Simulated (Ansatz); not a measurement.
What isotropic strain −2.00 % does to Pt

Consider Pt in the fcc (Cu type) structure (space group Fm-3m, No. 225; a = 3.942 Å; relaxed with 0.1 eV smearing).

It is then changed as follows: an isotropic linear strain of −2.00 %, atoms relaxed at fixed cell.

Calculations: r2SCAN, PAW, 500 eV (Ansatz, a first-principles code; no spin-orbit coupling). Γ-centred 29×29×29 mesh, Fermi–Dirac width 0.1 eV.

The volume per atom falls by 0.90 Å³ to 14.41 Å³ and the shortest interatomic distance falls by 0.0557 Å to 2.732 Å. The energy increases by 51 meV/atom and the pressure goes from zero to 19.3 GPa. The band gap is still zero.

Final structure:

```yaml
crystal:
  lattice:
    - [0.00000, 1.93147, 1.93147]
    - [1.93147, 0.00000, 1.93147]
    - [1.93147, 1.93147, 0.00000]
  atoms:
    - { symbol: Pt, position: [0.00000, 0.00000, 0.00000] }
```

No phonon test of stability was made. All final runs are without spin polarisation.
